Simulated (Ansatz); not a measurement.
Ansatz (a quantum-chemistry and plane-wave program) is run on Re (P6_3/mmc, 4 atoms in the cell), and the run fails. The aim is a self-consistent single point with DFT, PBEsol, plane waves, default PAW files made with PBE.

Cell that was meant: a = 2.8084 Å, b = 2.8084 Å, c = 9.0747 Å, α = 90.00°, β = 90.00°, γ = 120.00°.

Part of the input:

Ansatz 0.2 input:
```yaml
    - { symbol: Re, position_ang: [0.000000, 0.000000, 4.537361] }
    - { symbol: Re, position_ang: [-0.000002, 1.621454, 2.268680] }
    - { symbol: Re, position_ang: [1.404221, 0.810726, 6.806041] }
basis:
  ecutwfc: 30
kpoints:
  mp_grid: { grid: [9, 9, 3] }
hamiltonian:
```

The program printed (abridged):

```
Error: inconsistent input (basis.ecutwfc, kpoints): the smallest per-k basis holds n_pw = 21 plane waves (k-point 22, counted from 0 among those solved) but the deck needs at least 31 band(s) per channel, and no run solves more bands than the smallest per-k basis has plane waves; raise basis.ecutwfc until the smallest per-k basis, which caps the automatic band count, holds at least 31 plane waves
```

### Question
From the messages shown, name the fault and mend the input.

### Answer
The fault is this: a cutoff meant in Ry typed as a bare number, read as eV; here the program stops on it instead of giving results. To fix it, convert the value to the unit that the key expects. The program stopped before any SCF iteration.

An input that runs soundly differs in these lines (not the only fix; some lines may just follow from the change or write a value another way):
```diff
-basis:
-  ecutwfc: 30
```

With that input, the run converged in 6 iterations: free energy E − TS (on the zero of these files) -42948.7357 eV; Fermi level (on the code's own zero) 22.57 eV; pressure -21.47 GPa (DFT, PBEsol, plane waves, default PAW files made with PBE).

On the sound input: the starting cell comes from a database of computed structures (which also holds hypothetical and non-ambient phases and stackings), without a prior relaxation at this level. Its lattice was rescaled by a random factor within 2.5 % of one. Spin polarisation is off. With a pressure of about -21 GPa the cell is away from its equilibrium volume at this level. Ansatz's pressure includes its estimate of the finite-basis (Pulay) stress.
